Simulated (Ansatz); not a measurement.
# Defect calculation: Ag interstitial in metastable alpha cristobalite

These are PBE, PAW (plane waves to 420 eV; Ansatz, a quantum-chemistry and plane-wave program) values and carry that method's errors. A supercell of 96 sites (2×2×2 repeats of a cell of 12 atoms) was used; the energies come from a 2×2×2 shifted sampling of its zone. Site at the start: void with 4O nearest. Finite-size correction: monopole term and site-potential alignment. Dielectric constants: PBE linear response of the host. Host gap at this level: 5.51 eV. A cell of this size leaves errors of a few tenths of an eV. PBE underestimates the host's gap, which shifts levels and can delocalise carriers. Spin–orbit coupling is left out. Each state is the lowest found from its start.

Formation energies E_f are given with the Fermi level at the valence-band maximum. Chemical conditions: O-rich (Δμ(Ag) = -0.14 eV, bounded by Ag2O (Pn-3m); only phases computed here count, gases as isolated molecules at 0 K). Reference phases: Ag: fcc Ag.

The name describes the start; the neighbours show where the atoms ended.

Charges with a result: +1, 0. Others weren't obtained, and one of them could lie lower, also by skipping a charge.

| charge | moment (μB) | largest move off a lattice site (Å) | neighbours of the last Ag atom of the defect at the end (Å) | image correction with alignment (eV) | E_f, O-rich (eV) |
|---|---|---|---|---|---|
| +1 | not spin-polarised | 0.09 | O 2.42, O 2.44, O 2.54, O 2.57, O 2.73, O 2.78 | 0.63 | -0.36 |
| 0 | 1.0 | 0.37 | O 2.76, O 2.76, O 2.89, O 2.89 | 0.00 | 3.52 |

Transition levels above the valence-band maximum: ε(+1/0) = 3.87 eV. On the lower envelope of the bound states, inside the gap: (+1/0) at 3.87 eV.

Flagged in the runs: a host whose relaxation on this sampling wasn't shown to rest, a strain field that reaches the edge of the cell.
